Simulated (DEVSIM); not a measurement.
Structure: Si p-i-n diode, at 400 K.

| layer (left to right) | material | thickness (μm) | Nd (cm⁻³) | Na (cm⁻³) | τn (s) | τp (s) |
|---|---|---|---|---|---|---|
| 1 | Si | 0.360 | - | 1.6e19 | 1.7e-6 | 5.8e-6 |
| 2 | Si | 0.590 | 7.3e13 | - | 5.8e-6 | 5.8e-6 |
| 3 | Si | 0.930 | 1.9e18 | - | 5.8e-6 | 5.8e-6 |

Left contact: ohmic. Right contact: ohmic. Voltage is applied to the left contact. Recombination: SRH at mid-gap. Mobility is μmin + (μ − μmin)/(1 + (N/Nref)^α).

This is a model device: material constants are rounded textbook-type values typed into the input, and sizes, dopings and lifetimes were drawn at random. Values at 300 K; Nc and Nv go as T^1.5, mobilities as T to minus their exponent, the gap by Varshni's rule with the affinity fixed.

```tsv
parameter	Si
gap (eV)	1.124
affinity (eV)	4.05
permittivity	11.7
Nc (cm⁻³)	2.86e19
Nv (cm⁻³)	3.1e19
μn (cm²/Vs)	1417
μp (cm²/Vs)	470
μn,min	52
μp,min	45
Nref,n	9.7e16
Nref,p	2.2e17
αn	0.68
αp	0.72
T exponent of μn	2.3
T exponent of μp	2.2
Varshni α (eV/K)	0.000473
Varshni β (K)	636
```

Simulated with DEVSIM: 1D drift-diffusion, Boltzmann statistics, complete ionisation; no tunnelling, impact ionisation, image-force lowering or self-heating.

Tabulate band edges, carrier densities and field at zero bias.

Energies count from the Fermi level of the right contact; mesh points crowd at the junctions.

```tsv
x (μm)	Ec (eV)	Ev (eV)	n (cm⁻³)	p (cm⁻³)	field (V/cm)
0.000	1.059	-0.038	2000000	1.6e19	≈ 0
0.02470	1.059	-0.038	2000000	1.6e19	≈ 0
0.06784	1.059	-0.038	2000000	1.6e19	≈ 0
0.1527	1.059	-0.038	2000000	1.6e19	≈ 0
0.2777	1.059	-0.038	2000000	1.6e19	≈ 0
0.3294	1.059	-0.038	2000000	1.6e19	≈ 0
0.3558	1.057	-0.039	2100000	1.5e19	-16000
0.3872	0.856	-0.240	7.2e8	4.5e16	-24000
0.4347	0.779	-0.318	6.8e9	4.7e15	-13000
0.5316	0.672	-0.425	1.5e11	2.1e14	-10000
0.6997	0.501	-0.596	2.2e13	1.5e12	-10000
0.8636	0.332	-0.764	2.9e15	1.1e10	-11000
0.9166	0.259	-0.837	2.4e16	1.4e9	-19000
0.9458	0.169	-0.927	3.2e17	1.0e8	-60000
0.9775	0.108	-0.988	1.9e18	1.7e7	-37
1.031	0.108	-0.988	1.9e18	1.7e7	≈ 0
1.129	0.108	-0.988	1.9e18	1.7e7	≈ 0
1.335	0.108	-0.988	1.9e18	1.7e7	≈ 0
1.661	0.108	-0.988	1.9e18	1.7e7	≈ 0
1.784	0.108	-0.988	1.9e18	1.7e7	≈ 0
1.845	0.108	-0.988	1.9e18	1.7e7	≈ 0
1.880	0.108	-0.988	1.9e18	1.7e7	≈ 0
```
